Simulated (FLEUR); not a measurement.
Worked example: self-consistent single point of BaSr3 (Fm-3m, 4 atoms in the cell) in FLEUR.

Computed with LDA (Perdew-Zunger), all-electron FLAPW (FLEUR), scalar-relativistic valence.

```xyz
4
Lattice="0.0000 4.8336 4.8336 4.8336 0.0000 4.8336 4.8336 4.8336 0.0000" Properties=species:S:1:pos:R:3 pbc="T T T"
Ba     0.0000     0.0000     0.0000
Sr     2.4168     2.4168     2.4168
Sr     7.2504     7.2504     7.2504
Sr     4.8336     4.8336     4.8336
```

Reference input (self-consistent single point, DFT, PBEsol, all-electron FLAPW (FLEUR), scalar-relativistic valence): Kmax = 3.8 1/bohr; GmaxXC = 11.4 1/bohr; xcFunctional = PBEs; jspins = 1; l_soc = F; mode = hist; fermiSmearingEnergy = 0.00367493 Htr; mesh (inpgen div1-3) = 8 8 8; inpgen gamma flag = true; Gmax = 11.4 1/bohr; numbands = 0; maxIterBroyd = 99. This run's input differs from it in these lines:

```diff
@@ -16,3 +16,3 @@
 &comp jspins=1 /
-&exco xctyp='PBEs' /
+&exco xctyp='pz' /
 &kpt div1=8 div2=8 div3=8 gamma=t /
@@ -29,3 +29,3 @@
       <coreElectrons ctail="T" frcor="F" kcrel="0" coretail_lmax="0"/>
-      <xcFunctional name="PBEs" relativisticCorrections="F"/>
+      <xcFunctional name="pz" relativisticCorrections="F"/>
       <magnetism jspins="1"/>
```

The program printed (abridged):

```
 Iteration:     1   Distance:       1.93476222 me/bohr^3
 Iteration:     2   Distance:       1.83002192 me/bohr^3
 Iteration:     3   Distance:       0.41886689 me/bohr^3
 Iteration:     4   Distance:       0.19675831 me/bohr^3
 Iteration:     5   Distance:       0.13632463 me/bohr^3
   [... 5 lines left out ...]
 Iteration:    11   Distance:       0.00018385 me/bohr^3
 Iteration:    12   Distance:       0.00002902 me/bohr^3
 Iteration:    13   Distance:       0.00003265 me/bohr^3
 Iteration:    14   Distance:       0.00000347 me/bohr^3
 Run finished successfully
 Stop message:
   Structural relaxation: Done

[file out, last iteration]
             iter=     15
[...]
          total density-effective poten   -2.9127295275E+04
          total charge density-energy d   -4.9638221047E+02
 Updated energy parameters for spin:           1
[...]
 fermi energy and band-weighting factors:

[...]
FERMIE:
          first approx. to ef    (T=0)  :   0.155110 htr   (energy of the highest occ. eigenvalue)
          number of occ. states  (T=0)  :        580
          first approx. to seigv (T=0)  : -19.616573 htr
          sum of weights of occ. states :  20.021484
          sum of semicore charge        :   0.000000 e
FERHIS:  Fermi-Energy by histogram:
          bandgap                     :   0.000109 htr
   [... lines left out ...]
          charge neutrality (T=0)     :   0.042969    (zero if the highest occ. eigenvalue is "entirely" occupied)
     EF_NEWTON:  Adjust Fermi-Energy by Newton-Method.
 Direct bandgap for spin            1 :    2.5525798501915276E-003  Htr
 ---->    free energy=                    -17661.6799211739 htr
   [... lines left out ...]
 TOTAL FORCE FOR ATOM TYPE=  1  X=  0.000   Y=  0.000   Z=  0.000
                       FX_TOT= 0.000000 FY_TOT= 0.000000 FZ_TOT= 0.000000
 TOTAL FORCE FOR ATOM TYPE=  2  X=  4.567   Y=  4.567   Z=  4.567
                       FX_TOT= 0.000000 FY_TOT= 0.000000 FZ_TOT= 0.000000
 TOTAL FORCE FOR ATOM TYPE=  3  X=  9.134   Y=  9.134   Z=  9.134
                       FX_TOT= 0.000000 FY_TOT= 0.000000 FZ_TOT= 0.000000
 Structural relaxation: Done
```

The run converged in 14 iterations. FLEUR gives forces in its relaxation mode, with a further iteration, so its stop message speaks of a relaxation. 

The starting cell comes from a database of computed structures (which also holds hypothetical and non-ambient phases and stackings), without a prior relaxation at this level. Its lattice was rescaled by a random factor within 2.5 % of one. Values depend on the basis (sphere radii, cutoffs, local orbitals), which need not be converged. The log's line on a gap gives a spacing of levels on this mesh, which the program prints for metals too.

Cost on one core of a shared machine: roughly 6 min.
